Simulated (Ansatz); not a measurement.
The reference is ZnS in the zinc blende structure (space group F-43m, No. 216; a = 5.357 Å).

Structures relaxed with plane-wave PAW DFT at the PBEsol level (Ansatz, a first-principles code, 420 eV), without spin-orbit coupling, earlier PAW set.

Base:

Simulated powder pattern, Cu Kα1, λ = 1.54056 Å (kinematic, ideal powder, no thermal factors, no anomalous dispersion; the 10 strongest lines at most, above 2 %, up to 2θ = 90°):

| 2θ (°) | I/Imax (%) | hkl |
|---|---|---|
| 28.84 | 100 | (111) |
| 33.43 | 12 | (200) |
| 48.00 | 60 | (220) |
| 56.97 | 41 | (311) |
| 59.75 | 3.1 | (222) |
| 70.22 | 9.0 | (400) |
| 77.62 | 15 | (331) |
| 80.04 | 3.5 | (420) |
| 89.57 | 19 | (422) |

One thing is altered: full substitution S → Pb; the structure is relaxed again.

After the change:

Simulated powder pattern, Cu Kα1, λ = 1.54056 Å (kinematic, ideal powder, no thermal factors, no anomalous dispersion; the 10 strongest lines at most, above 2 %, up to 2θ = 90°):

| 2θ (°) | I/Imax (%) | hkl |
|---|---|---|
| 24.78 | 100 | (111) |
| 28.69 | 19 | (200) |
| 41.02 | 66 | (220) |
| 48.52 | 51 | (311) |
| 59.41 | 11 | (400) |
| 65.36 | 21 | (331) |
| 67.28 | 8.0 | (420) |
| 74.73 | 23 | (422) |
| 80.13 | 16 | (511) |
| 88.98 | 7.6 | (440) |

The indices refer to each structure's own conventional cell; one index is shown for lines that coincide.

Whether these cells are dynamically stable was not tested. As relaxed here, ZnPb is a hypothetical phase, not in the database extracts checked.
